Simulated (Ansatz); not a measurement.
**TbVO4 (I4₁/amd, No. 141)**

Calculation: r²SCAN in Ansatz (plane waves, PAW).

Numerical settings: plane-wave cutoff 560 eV, 12×12×12 k mesh, Fermi–Dirac smearing 0.05 eV, spin-polarised with parallel moments, scalar-relativistic PAW data made under PBE.

Cell: relaxed at this level.

```yaml
equilibrium_lattice_constant_a: 7.163 Å
c axis length: 6.320 Å
```

Note: the magnetic order was assumed, not searched for or taken from measurement; the 4f shell is treated without U or exact exchange, so its levels and filling can be wrong; without U or exact exchange, gaps and moments of open d shells tend to come out too small.

Spin–orbit coupling is not included.

Ansatz is a first-principles code.
